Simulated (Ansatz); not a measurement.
# AgI (model structure, started from the NiAs type, P6₃/mmc, No. 194, 4 atoms in the cell)

The numbers are results of HSE06 in Ansatz (PAW), not measurements.

Settings: plane-wave cutoff 460 eV, 6×6×4 k mesh (along the axes of the cell as run), Fermi–Dirac smearing 0.01 eV, no spin polarisation, scalar-relativistic PAW data made under PBE.

Cell (relaxed with PBEsol):

AgI is modelled in the hexagonal space group P6₃/mmc (No. 194), the NiAs type structure, Pearson symbol hP4. Cell: a = 4.4186 Å, b = 4.4186 Å, c = 6.4097 Å, α = 90.00°, β = 90.00°, γ = 120.00°. Ag on 2a sees 6 I at 3.013 Å (octahedral). I on 2c sees 6 Ag at 3.013 Å. (Neighbours: up to the widest gap in distance over summed covalent radii, below 1.35, at either atom; cation-cation and far metal-metal contacts left out.)

```json
{
 "band_gap": "1.95 eV (on the SCF k mesh)",
 "smallest_direct_gap_on_the_k_points_sampled": "2.16 eV"
}
```

Note: the relaxation could raise the start's symmetry but not lower it, so the cell can be a saddle point; cell and atoms aren't relaxed at this level (pressure 3.4 GPa).

Spin–orbit coupling is not included; with these elements it can move the gap by several tenths of an eV or more.

The computed numbers hold no vibrational or temperature effects.

Cost on a shared machine: about 3 core-minutes (a rough figure).

A model structure was made by putting elements into a prototype or built by hand; it is no filed structure, need not be a known phase, and can be a saddle point held by its symmetry.

Ansatz is a program for electronic structure.
